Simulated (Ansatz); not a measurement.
CdZnS₂ (P3m1, No. 156, 4 atoms in the cell; start mp-1215475), treated with PBEsol+SOC (plane waves, PAW; Ansatz, an electronic-structure program).

Numerical settings: plane-wave cutoff 520 eV, 12×12×6 k mesh (along the axes of the cell as run), Fermi–Dirac smearing 0.01 eV, PAW data made under PBE.

Cell (relaxed with PBEsol):

```
CdZnS2
1.0
    3.93366     0.00000     0.00000
   -1.96683     3.40665     0.00000
    0.00000     0.00000     6.52452
Zn Cd S
1 1 2
Cartesian
  0.00000   0.00000   6.52016
  0.00000   2.27110   3.30778
  0.00000   2.27110   5.81802
  0.00000   0.00000   2.30946
```

What does this level give for the band gap?


- band gap: 1.31 eV (direct)

Static lattice: no zero-point or thermal effects.

It cost about 3 core-minutes (a rough figure) of CPU time.

A start named mp-… is a Materials Project structure, which need not be a measured phase.
